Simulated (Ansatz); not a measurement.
System: zinc-blende BeS. Method: Hartree–Fock (plane waves, PAW; Ansatz, an electronic-structure program).

Excerpt of the program's output:

```
WARN output.stress: scf.exx.energy_threshold = 1e-6 eV is looser than the 2e-8 eV advised for a stress under a hybrid functional (1e-8 eV for each atom of the …
Crystal: 2 atoms, lattice volume = 28.447 Å³
Basis set: ecut = 460 eV, 609 PW (Γ), exchange–correlation on 48×48×48 points (8 copies of the dense FFT grid, shifted against one another)
Bands: 8, of which v1, the nominal top of the filled ones, is band 4 counted from 1 (3 counted from 0)
Symmetry: 24 space group operations
Space group: F-43m (ITA 216), of the structure as read, at distance tolerance 3.1e-5 Å
k-points: 47 of 1000 (time reversal used)
Functional: x = pbe(κ = 0.804, μ = 0.2195149727645171), c = none, warm-up for x = 0 pbe(κ = 0.804, μ = 0.2195149727645171) + 1 exact, c = none
SCF iter   1: F=—  HF=-976.266609 eV  |F-HF|=—  |Δ(HF+E_count)|=         —  Δρ=3.79e-3  dr2=4.93e-3
SCF iter   2: F=-976.264628 eV  HF=-976.264777 eV  |F-HF|=1.48e-4  |Δ(HF+E_count)|=   1.83e-3  Δρ=1.43e-3  dr2=4.52e-4
Crystal: 2 atoms, lattice volume = 28.447 Å³
Initial density: handed on by an earlier stage of this run
Functional: x = 0 pbe(κ = 0.804, μ = 0.2195149727645171) + 1 exact, c = none
  ...
Crystal: 2 atoms, lattice volume = 28.447 Å³
SCF 3 converged in 6 iterations: F = -980.756505 eV  dr2 = 1.21e-10
Crystal: 2 atoms, lattice volume = 28.447 Å³
SCF iter   3: F=—  HF=-980.756516 eV  |F-HF|=—  |Δ(HF+E_count)|=   3.74e-9  Δρ=2.01e-6  dr2=2.51e-9
SCF iter   4: F=-980.756516 eV  HF=-980.756516 eV  |F-HF|=4.98e-11  |Δ(HF+E_count)|=  1.77e-10  Δρ=4.04e-7  dr2=6.26e-11
SCF 4 converged in 4 iterations: F = -980.756516 eV  dr2 = 6.26e-11
Free energy (F): -980.756516 eV
Internal energy: -980.756516 eV  (E = F + TS)
E sigma→0 (E₀):  -980.756516 eV
Fermi energy:    7.643049 eV
--- Stress (GPa, compression-positive) ---
        6.598801      -0.000000       0.000000
       -0.000000       6.598801       0.000000
       -0.000000       0.000000       6.598801
  P = ⅓ Tr σ = 6.5988 GPa (65.988 kbar)
```

Task: Write an input file that could have produced this run (the log leaves some choices open).

Result: This is not unique; one that fits is 
Ansatz 0.2 input:
```yaml
crystal:
  lattice:
    - [0.0, 2.4228886676, 2.4228886676]
    - [2.4228886676, 0.0, 2.4228886676]
    - [2.4228886676, 2.4228886676, 0.0]
  atoms:
    - { symbol: Be, position: [0.0, 0.0, 0.0] }
    - { symbol: S, position: [0.25, 0.25, 0.25] }
basis:
  ecutwfc: 460
  ecutrho_ratio: 4
  xc_grid: 2
kpoints:
  mp_grid: { grid: [10, 10, 10] }
hamiltonian:
  xc: hf
  dispersion: none
  pseudopotentials: { kind: paw }
scf:
  occupations: { method: fermi_dirac, width: 0.01 }
  convergence: { dr2_threshold: 0.0000000002 }
output:
  forces: true
  stress: true
  eigenvalues: true
```

The cell is one volume of an energy–volume scan, off the minimum.

The PAW data were made under PBE.
